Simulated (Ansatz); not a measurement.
## A computed series for hypothetical zinc blende BiB: pressure series

Take BiB in the zinc blende structure (space group F-43m, No. 216; a hypothetical phase, not in the database extracts checked) as the base.

BiB is modelled in the cubic space group F-43m (No. 216), the zinc blende structure, Pearson symbol cF8. Lattice parameters: a = 5.456 Å, b = 5.456 Å, c = 5.456 Å, α = 90.00°, β = 90.00°, γ = 90.00°. Bi on 4c has 4 B at 2.362 Å (tetrahedral). B on 4a sees 4 Bi at 2.362 Å (tetrahedral). (Neighbours: up to the widest gap in distance over summed covalent radii, below 1.35, at either atom; cation-cation and far metal-metal contacts left out.)
(The calculation used a cell of 2 atoms; values per cell refer to that cell.)

Cell and atoms are relaxed at each pressure.

Level of theory: PBEsol, PAW, 420 eV (Ansatz, an electronic-structure program; spin-orbit coupling left out).

```csv
change,electron mass,volume per atom
base,0.034 mₑ (at Γ),20.30 Å³
pressure −2 GPa,–,20.84 Å³
pressure −1 GPa,0.027 mₑ (at Γ),20.56 Å³
pressure 3 GPa,"2.7 mₑ along k, 0.11 mₑ across (at L)",19.62 Å³
pressure 7 GPa,"1.1 mₑ along k, 0.21 mₑ across (off the special points)",___
pressure 15 GPa,"1.1 mₑ along k, 0.21 mₑ across (off the special points)",17.73 Å³
pressure 30 GPa,"1.2 mₑ along k, 0.21 mₑ across (off the special points)",16.24 Å³
pressure 50 GPa,"1.2 mₑ along k, 0.21 mₑ across (off the special points)",14.91 Å³
pressure 75 GPa,"1.5 mₑ along k, 0.21 mₑ across (off the special points)",13.76 Å³
pressure 100 GPa,"1.4 mₑ along k, 0.21 mₑ across (off the special points)",12.92 Å³
```

Q: Fill in the withheld entries from the trend.

A: 
- pressure 7 GPa, volume per atom: 18.88 Å³

With Bi present, leaving out spin-orbit coupling can change the band edges. Load acts through the strain it causes; cell and atoms are relaxed under it. Masses are band curvatures over ±0.01 Å⁻¹ around the edge. Along k means along the line from Γ to the band edge. Whether these cells are dynamically stable was not tested. Competing high-pressure phases were not computed.
